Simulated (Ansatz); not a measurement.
## Hypothetical CsCl type SiGe: response to strain

Take SiGe in the CsCl type structure (space group Pm-3m, No. 221; a = 3.245 Å; a hypothetical phase, not in the database extracts checked; relaxed with 0.1 eV smearing) as the base. Axes: x, y, z lie along the cube axes.

Strains are applied to the cell and any free atomic positions relax; under biaxial strain the out-of-plane vector relaxes too.

Calculations: PBE (Ansatz, a quantum-chemistry and plane-wave program; PAW; 420 eV plane waves; no SOC).

Notes on the quantities. pressure: mean of the normal stresses, compression positive; energy relative to the base: free energy F.

| case | pressure | energy relative to the base | volume per atom |
|---|---|---|---|
| base | 0.0 GPa | 0 meV/atom | 17.08 Å³ |
| biaxial strain +1.20 %, plane normal [110], relaxed out of plane | -0.3 GPa | +0.4 meV/atom | 17.17 Å³ |
| biaxial strain −1.20 %, plane normal [111], relaxed out of plane | 0.4 GPa | +0.6 meV/atom | 17.04 Å³ |
| biaxial strain +1.31 %, plane normal [111], relaxed out of plane | -0.6 GPa | ? | 17.25 Å³ |
| isotropic strain −1.71 % | 4.3 GPa | +11 meV/atom | 16.22 Å³ |
| isotropic strain −0.94 % | 2.2 GPa | +3.2 meV/atom | 16.60 Å³ |
| isotropic strain +1.79 % | -3.5 GPa | +11 meV/atom | 18.02 Å³ |
| isotropic strain +3.40 % | ? | ? | 18.88 Å³ |
| isotropic strain +5.61 % | -8.2 GPa | ? | 20.12 Å³ |
| tensor shear ε_xz = −3.76 % | 0.5 GPa | +5.0 meV/atom | 17.06 Å³ |

Question: Some entries are withheld; estimate them.

Answer: 
- biaxial strain +1.31 %, plane normal [111], relaxed out of plane, energy relative to the base: +1.1 meV/atom
- isotropic strain +3.40 %, pressure: -5.8 GPa
- isotropic strain +3.40 %, energy relative to the base: +36 meV/atom
- isotropic strain +5.61 %, energy relative to the base: +91 meV/atom

Whether these cells are dynamically stable was not tested. All final runs are without spin polarisation.
